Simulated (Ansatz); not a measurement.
System: cubic perovskite KMgF3. Method: RPBE (Ansatz, a program for electronic structure, plane waves, PAW).

Numerical settings: plane-wave cutoff 520 eV, 8×8×8 k mesh, Fermi–Dirac smearing 0.01 eV, scalar-relativistic PAW data made under PBE.

Energies at three volumes about the minimum:

```csv
V (Å³/atom),E − E_lowest (meV/atom)
13.886,1.04
14.169,0.00
14.453,0.96
```

**Question.** Fit a parabola by hand: where is the minimum, what lattice constant follows, and what is the bulk modulus?

**Answer.** Slopes: (0.00 − 1.04)/(14.169 − 13.886) = -3.675 and (0.96 − 0.00)/(14.453 − 14.169) = 3.380 meV/Å³. Curvature E″ = 2 × (3.380 − (-3.675))/(14.453 − 13.886) = 24.885 meV/Å⁶. From the middle of the first interval, the slope vanishes at V0 = 14.0275 − (-3.675)/24.885 = 14.175 Å³/atom. B = V0 E″ = 14.175 × 24.885 meV/Å³ × 0.1602 GPa per meV/Å³ = 56.5 GPa. With 5 atoms in the cube, a = (5 × 14.175)^(1/3) = 4.138 Å. The full Birch–Murnaghan fit to all volumes gives V0 = 14.170 Å³/atom and B0 = 56.6 GPa.

Measured, for comparison: bulk modulus 75.1 GPa (room temperature, not corrected to a static lattice, our sources range from 71.2 to 75.1; as tabulated in Vaitheeswaran et al. (2007), arXiv:cond-mat/0703621); lattice constant a 3.990 Å (room temperature, not corrected to a static lattice; as tabulated in Vaitheeswaran et al. (2007), arXiv:cond-mat/0703621). Computed (rounded) less measured: bulk modulus -25 % (-21 % to -25 % over the range).

Note: the cell is over a tenth larger than the published one: the level's own overestimate first of all, though another phase or state, or a fault of the published cell, is possible.
